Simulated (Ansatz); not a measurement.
The starting structures come from a database of crystals and need not be the phases stable at ambient conditions.

Inside the gap of an insulator the Bloch states are evanescent, with a wavenumber k + iκ along the transport direction.

Here is the system:

```
AlGaP2
1.0
    3.94280     0.00000     0.00000
    0.00000     5.56472     0.00000
    0.00000     0.00000     3.86549
Al Ga P
1 1 2
Cartesian
  1.97140   2.78236   1.93274
  0.00000   0.00000   0.00000
  1.97140   4.17137   0.00000
  0.00000   1.39335   1.93274
```

Space group of this cell: Pmm2. The cell is strained (lengths across the current scaled by 1.02, ions clamped); by PBEsol its mean pressure is -3.4 GPa.

Transport runs along the normal of the first two printed cell vectors.

The gap is the functional's own. No spin-orbit coupling. Mid-gap values are interpolated on the energy grid.

**Question.** State the band gap and the smallest decay constant κ at mid-gap according to PBEsol (Ansatz, a first-principles code).

**Answer.** Gap 1.40 eV on a 8×6×8 mesh; κ = 0.112 1/Å, at the zone centre.
